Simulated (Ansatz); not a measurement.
Base system: Tl2O in the anti-fluorite structure (space group Fm-3m, No. 225; a = 6.431 Å; a hypothetical phase, not in the database extracts checked).

Structures relaxed with Kohn–Sham DFT with the PBEsol functional, run in Ansatz (an electronic-structure program) with PAW and 420 eV plane waves, scalar-relativistic without spin-orbit coupling.

Base:

Simulated powder pattern, Cu Kα1, λ = 1.54056 Å (kinematic, ideal powder, no thermal factors, no anomalous dispersion; the 8 strongest lines at most, above 2 %, up to 2θ = 90°):

| 2θ (°) | I/Imax (%) | hkl |
|---|---|---|
| 27.72 | 100 | (200) |
| 39.60 | 94 | (220) |
| 49.02 | 30 | (222) |
| 57.25 | 16 | (400) |
| 64.77 | 40 | (420) |
| 71.85 | 33 | (422) |
| 85.30 | 11 | (440) |

Modification: a hydrostatic pressure of 0.7 GPa.

Where do the lines fall after the change?


Simulated powder pattern, Cu Kα1, λ = 1.54056 Å (kinematic, ideal powder, no thermal factors, no anomalous dispersion; the 8 strongest lines at most, above 2 %, up to 2θ = 90°):

```
2θ (°)  d (Å)  I/Imax (%)    hkl
------  -----  ----------  -----
27.85   3.201         100  (200)
39.79   2.263          94  (220)
49.27   1.848          29  (222)
57.54   1.600          16  (400)
65.11   1.432          39  (420)
72.24   1.307          33  (422)
85.79   1.132          11  (440)
```

The indices refer to the base's conventional cell; one index is shown for lines that coincide.

Load acts through the strain it causes; cell and atoms are relaxed under it. Stability against distortions was not tested. All final runs are without spin polarisation.
